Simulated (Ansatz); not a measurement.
Defect: interstitial Cu in wurtzite AlN, charge state +1. The step: Cu moves alone to another site; the atom moves 2.51 Å along (0.00, 0.00, -0.50) of the unit cell; the moving atom starts with neighbours 3 Al at 2.33, 3 Al at 2.35; 3 N at 1.97 Å and ends with 3 Al at 2.33, 3 Al at 2.35; 3 N at 1.97 Å. A PBE band in Ansatz (plane-wave PAW, the Γ point alone, 72 host sites, 22 SCF runs with any check of the saddle's order, static, no finite-size correction) gives a forward barrier of 1.49 eV. The saddle point's order was not checked, and it lies on a symmetry element of the cell, where a band can be held. The charge state is imposed; whether it is stable for some Fermi level was not computed. Sites that were not tried may lie lower. The order of the sites in energy changes with the mesh.

Single points at the band's start and saddle point can refine it. Rough cost of one point, in units of the band's mean SCF on the same machine:

```
Level                                                     Cost of one point
--------------------------------------------------------  -----------------
PBE, a 2×2×2 k-point mesh shifted by half a step along c            about 6
r2SCAN at 500 eV, the Γ point alone                                 about 4
```

Task: Which of these move the barrier by more than 0.1 eV, and how far does each move it?

Result: Not one does. PBE, a 2×2×2 k-point mesh shifted by half a step along c: -0.03 eV; r2SCAN at 500 eV, the Γ point alone: -0.01 eV. Each functional is compared with PBE at the same k-points.

Ansatz is an electronic-structure program.
